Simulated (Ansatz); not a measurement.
A calculation on CsCl-type AuZn (cubic form, which distorts at low temperature) returned lattice constant a 3.132 Å, bulk modulus 144 GPa, cohesive energy 2.97 eV/atom.

For reference: bulk modulus 131 GPa (measured, temperature not stated, not corrected to a static lattice; as tabulated in Nepal et al. (2020), arXiv:2007.11150).

Q: Which level of theory produced these numbers?
(A) PBE (Ansatz, a program for electronic structure)
(B) PBEsol-D3(BJ) (Ansatz)
(C) r²SCAN0 (Ansatz)
(D) r²SCAN+rVV10 (Ansatz)

A: D, r²SCAN+rVV10 (Ansatz)

The others give: PBEsol-D3(BJ) 3.090 Å, 162 GPa, 3.41 eV/atom; r²SCAN0 3.147 Å, 135 GPa, 2.50 eV/atom; PBE 3.186 Å, 117 GPa, 2.29 eV/atom.

Unless a cell is named, each level is at its own relaxed cell (PBE 16.18, PBEsol-D3(BJ) 14.75, r²SCAN+rVV10 15.37, r²SCAN0 15.59 Å³/atom).

Caveats: symmetry holds this phase in the static calculation, where it need not be a minimum (PBEsol-D3(BJ), r²SCAN0, PBE, r²SCAN+rVV10). Ansatz's density-functional and Hartree–Fock values are scalar-relativistic unless marked +SOC, with PAW data made under PBE.
